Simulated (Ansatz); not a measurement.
In a free zigzag chain of Mg atoms, spin-degenerate bands cross the Fermi level 3 times between Γ and the zone edge.

Level of theory: PBE (plane waves to 420 eV, PAW; Ansatz, a program for electronic structure). Mesh 1×1×60. No spin polarisation, so a magnetic state wasn't tested. Periodic along z alone, with about 11 Å of vacuum beside it. A hypothetical model. It keeps the symmetry and period of its start, so it need not be a minimum against all distortions. Pairing along the axis, which can open a gap, is among the distortions not tried.

Question: What are the conductance and the two-terminal resistance of a perfect, endless piece?

Answer: Each crossing on the half of the zone with k > 0 has a partner at −k, so it gives one mode in each direction. Counting spin there are 6 modes, each carrying e²/h = 38.74 μS. G = 6 × 38.74 = 232.4 μS and R = 1/G = 4.30 kΩ, whatever the length. Scattering by phonons, roughness and contacts can only raise R.
